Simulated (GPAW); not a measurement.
# Pressure against volume in zinc-blende BeSe (space group 216) (GPAW, LDA)

```
BeSe
1.0
    0.00000     2.47004     2.47004
    2.47004     0.00000     2.47004
    2.47004     2.47004     0.00000
Be Se
1 1
Direct
  0.00000   0.00000   0.00000
  0.75000   0.75000   0.75000
```

Method of the run: LDA (Perdew-Wang 92), GPAW PAW datasets LDA (gpaw-data 1.0.1) (plane waves; GPAW). Settings: mode = pw; ecut = 780 eV; xc = LDA; kpts = 11 11 11; mesh shift (steps) = 0 0 0; occupations.name = fermi-dirac; occupations.width = 0.01 eV; nbands = -8; convergence.density = 1e-05 e/electron; convergence.bands = -6; symmetry.symmorphic = false; symmetry.tolerance = 0.0005; maxiter = 150. The cell above is the first row's. The rows scale it uniformly. In all rows fractional positions and the k mesh are held.

| V (Å^3/atom) | P (GPa) |
|---|---|
| 15.070 | ? |
| 15.398 | 6.61 |
| 15.725 | 4.40 |
| 16.053 | 2.40 |
| 16.380 | 0.59 |
| 16.708 | -1.06 |
| 17.036 | -2.55 |
| 17.363 | -3.91 |
| 17.691 | -5.14 |

Fit P of the 8 rows that show it with a cubic. With u = V - 16.5, the rows have u = -1.1020, -0.7750, -0.4470, -0.1200, 0.2080, 0.5360, 0.8630, 1.1910. Least squares gives P = -0.034 - 5.0855·u + 0.7653·u² - 0.0810·u³. Residuals (row less fit): 0.002, -0.005, 0.001, 0.003, -0.001, 0.002, -0.005, 0.002; standard error 0.004 (degrees of freedom: 4). The fitted pressure is zero at V0 = 16.49, where dP/dV = -5.096, so B0 = -V0·dP/dV = 84.0 GPa.

Problem. Predict the withheld P at V = 15.070 from the fit, and compare with the calculation.

Solution. u = -1.4300, so P = -0.034 - 5.0855 × (-1.4300) + 0.7653 × (-1.4300)² - 0.0810 × (-1.4300)³ = 9.040 GPa. The calculation gives 9.04 GPa, which the fit meets to the printed digits. The row lies outside the fitted rows, so this is an extrapolation. From the scatter of the fitted rows alone, a prediction at this place has a standard error of 0.011 GPa, so the miss is 0.0 times that.

Carrying the step between the two nearest rows on in a straight line would have given 8.83, off by 0.21; series whose last step already gives the withheld value aren't shown. The scan was laid around a cell of about the measured size, scaled by a guess for this functional. The runs keep the symmetry of the cell, so they don't test it for distortions. Cutoffs and mesh are single choices, not tested for convergence of this quantity. Series with a scatter that would blur these digits, or in which a gap closes, are not shown.
